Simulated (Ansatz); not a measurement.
An Ansatz (a first-principles code) input (LDA, PAW, 420 eV (Ansatz; spin-orbit coupling left out)):

Ansatz 0.2 input:
```yaml
crystal:
  lattice:
    - [0.038624984, 2.7010478336, 2.7010478336]
    - [2.7010478336, 0.038624984, 2.7010478336]
    - [2.7396728176, 2.7396728176, 0]
  atoms:
    - { symbol: Si, position: [0, 0, 0] }
    - { symbol: Si, position: [0.25, 0.25, 0.25] }
basis: { ecutwfc: 420, ecutrho_ratio: 4, xc_grid: 2, fft_grid_basis: typed }
kpoints: { mp_grid: { grid: [11, 11, 11] } }
hamiltonian:
  xc: lda
  dispersion: none
  pseudopotentials: { kind: paw }
scf: { occupations: { method: fermi_dirac, width: 0.05 }, convergence: { dr2_threshold: 0.0000000002 } }
relax: { f_tol: 0.005, max_steps: 50 }
output: { forces: true, stress: true }
checkpoint: { write: state.ck, write_every: 1000 }
```

Problem. Which symmetry and how many k-points will the program report, and about how many plane waves at Γ?

Solution. Space group Imma (ITA 74) with 8 operations, k-points 216 of 1331, and 753 plane waves at Γ.

The cells carry an imposed strain or load. Stability against distortions was not tested. The cell was made from Si in the diamond structure (space group Fd-3m, No. 227) by this change: tensor shear ε_xy = +1.43 %.
